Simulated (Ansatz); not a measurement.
Band structure of SrO (Fm-3m, 2 atoms in the cell).

```xyz
2
Lattice="0.0000 2.6032 2.6032 2.6032 0.0000 2.6032 2.6032 2.6032 0.0000" Properties=species:S:1:pos:R:3 pbc="T T T"
Sr     2.6032     2.6032     2.6032
O      0.0000     0.0000     0.0000
```

Level of theory: revPBE, PAW files made with PBE (plane waves; Ansatz, a quantum-chemistry and plane-wave program).

Settings: basis.ecutwfc = 420 eV; kpoints.mp_grid.grid = 7 7 7; hamiltonian.xc = revpbe; hamiltonian.pseudopotentials = {kind: paw} (the program's default PAW files); scf.occupations.method = gaussian; scf.occupations.width = 0.02 eV; kpoints.band_path.npoints = 10.

The starting cell comes from a database of computed structures (which also holds hypothetical and non-ambient phases and stackings), without a prior relaxation at this level. Its lattice was rescaled by a random factor within 2.5 % of one.

### Question
Predict the gap along the standard path and the places of the band edges.

### Answer
The gap along the path is 3.42 eV, from Γ to X; the smallest direct gap on it is 3.52 eV.

Levels in eV from the top of the valence band on the path, bands 5 to 11:
```csv
point,5,6,7,8,9,10,11
Γ,-14.20,0.00,0.00,0.00,3.87,6.22,6.22
X,-14.52,-0.46,-0.10,-0.10,3.42,7.60,9.96
W,-13.63,-1.05,-0.44,-0.44,6.01,6.01,8.40
K,-13.77,-0.90,-0.54,-0.49,4.84,7.80,8.50
L,-13.05,-2.04,-1.04,-1.04,6.49,8.25,8.70
U,-13.77,-0.90,-0.54,-0.49,4.84,7.80,8.50
```

Keys are those of Ansatz 0.2.
